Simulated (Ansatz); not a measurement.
Worked example: relaxation of cell and atoms of In (I4/mmm, 1 atom in the cell) in Ansatz (a first-principles code).

Level of theory: PBE (plane waves, PAW; Ansatz).

The change in words: atoms on their sites; basis.ecutwfc: 420 eV → 210 eV; relax: default → cell and atoms. Reference geometry:
```
In
1.0
   -1.62987     1.62987     2.48243
    1.62987    -1.62987     2.48243
    1.62987     1.62987    -2.48243
In
1
Direct
  0.00000   0.00000   0.00000
```

Reference input (self-consistent single point, DFT, PBE, plane waves, default PAW files): basis.ecutwfc = 420 eV; kpoints.mp_grid.grid = 14 14 14; hamiltonian.xc = pbe; hamiltonian.pseudopotentials = {kind: paw} (the program's default PAW files); scf.occupations.method = fermi_dirac; scf.occupations.width = 0.1 eV. This run's input differs from it in these lines:

Ansatz 0.2 input:
```diff
@@ -9,3 +9,3 @@
 basis:
-  ecutwfc: 420.0
+  ecutwfc: 210.0
 kpoints:
@@ -17,2 +17,4 @@
   occupations: { method: fermi_dirac, width: 0.1 }
+relax:
+  cell: {}
 output:
```

Output, abridged:

```
   [... SCF lines of the steps left out ...]
relax step   1: F+E_penalty+E_count = -5592.52687571 eV  Δ(F+E_penalty+E_count) = +0.000e0 eV  max|allowed force component| = 0.000e0 eV/Å  Δτ_max = 0.0000 Å  P = +1.438 GPa  Ω = 26.378 Å³  (6 SCF iters, dr2 threshold 1.00e-7 eV, accepted)
relax step   2: F+E_penalty+E_count = -5591.49524070 eV  Δ(F+E_penalty+E_count) = +1.032e0 eV  max|allowed force component| = 0.000e0 eV/Å  Δτ_max = 0.0000 Å  P = -28.467 GPa  Ω = 27.204 Å³  energy of the carried Pulay correction = -9.535e-1 eV  (5 [...]
   [... lines left out ...]
relax step 120: F+E_penalty+E_count = -5592.57045975 eV  Δ(F+E_penalty+E_count) = +2.136e-3 eV  max|allowed force component| = 0.000e0 eV/Å  Δτ_max = 0.0000 Å  P = -0.003 GPa  Ω = 27.714 Å³  energy of the carried Pulay correction = +1.990e-3 eV  (4 [...]
relax step 121: F+E_penalty+E_count = -5592.56951402 eV  Δ(F+E_penalty+E_count) = +9.457e-4 eV  max|allowed force component| = 0.000e0 eV/Å  Δτ_max = 0.0000 Å  P = -0.054 GPa  Ω = 27.714 Å³  stress off target by 6.85e-2 GPa  SCF on the basis [...]
basis re-selected at this cell: Δ(F+E_penalty+E_count) = +9.457e-4 eV, ΔP = -0.050 GPa vs the last step
   [... lines left out ...]
Free energy (F): -5592.569514 eV
Fermi energy:    9.512503 eV
Error: variable-cell relaxation did not converge after 121 `relax_step` rows, as none of its last 48 fresh-basis SCF(s) at a relaxed cell met both thresholds with a finite energy. The last misses `relax.cell.stress_tol`: largest allowed force component 0.00e0 eV/Å (`relax.f_tol` 1.00e-2 eV/Å), stress off the target on the free part of the cell 6.85e-2 GPa (`relax.cell.stress_tol` 5.00e-2 GPa), F+E_penalty+E_count -5592.56951402 eV. The closest is row 121, whose structure comes with this error. Larger ratio of force or stress to its threshold at each such SCF whose figures are numbers: 48.219, 50.075, 53.947, 56.497, 60.293, 63.948, 65.782, 67.704, 71.109, 70.456, 67.119, 65.530, [...]
   [... lines left out ...]
to start a new deck from the relaxed geometry:
  cell:  # Å, volume = 27.7135 Å³
    - [-1.611351382505733, 1.611351382505733, 2.668399847821112]
    - [1.611351382505733, -1.611351382505733, 2.668399847821112]
    - [1.611351382505733, 1.611351382505733, -2.668399847821112]
  atoms:
    - { symbol: In, position: [0.0, 0.0, 0.0] }
```

The relaxation ended unconverged. 

The starting cell has typed, rounded lattice constants, without a prior relaxation at this level. Its lattice was rescaled by up to half a per cent. The cutoff lies below the one recommended for these files.

Cost on one core of a shared machine: roughly 3 min.
